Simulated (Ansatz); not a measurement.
**Ge: alloy series**

Consider Ge in the diamond structure (space group Fd-3m, No. 227; a = 5.762 Å).

The other end (x = 1) is Sn in the diamond structure (space group Fd-3m, No. 227): 36.85 Å³/atom, gap zero.

Sn replaces a fraction x of Ge; each row is one arrangement (x, atoms in the cell, starting space group or random), fully relaxed.

The values are results of DFT with PBE, PAW potentials and a 420 eV plane-wave cutoff in Ansatz (an electronic-structure program), no SOC, not measurements.

Candidates:
(a) x(Sn) = 0.667, 6 atoms, P-3m1
(b) x(Sn) = 0.375, 8 atoms, Amm2
(c) x(Sn) = 0.833, 6 atoms, I-4m2

Notes on the quantities. mixing energy: to 0.01 eV only: unlike meshes or grids.

Task: Order them by mixing energy, lowest first.

Result: (c) x(Sn) = 0.833, 6 atoms, I-4m2 (+0.03 eV/atom), (b) x(Sn) = 0.375, 8 atoms, Amm2 (+0.06 eV/atom), (a) x(Sn) = 0.667, 6 atoms, P-3m1 (+0.09 eV/atom)

These are small ordered cells, not random alloys; other orderings at the same x differ. Whether these cells are dynamically stable was not tested. The final runs are not spin-polarised. A zero or small gap of Ge can be the functional's error rather than a property of the material.
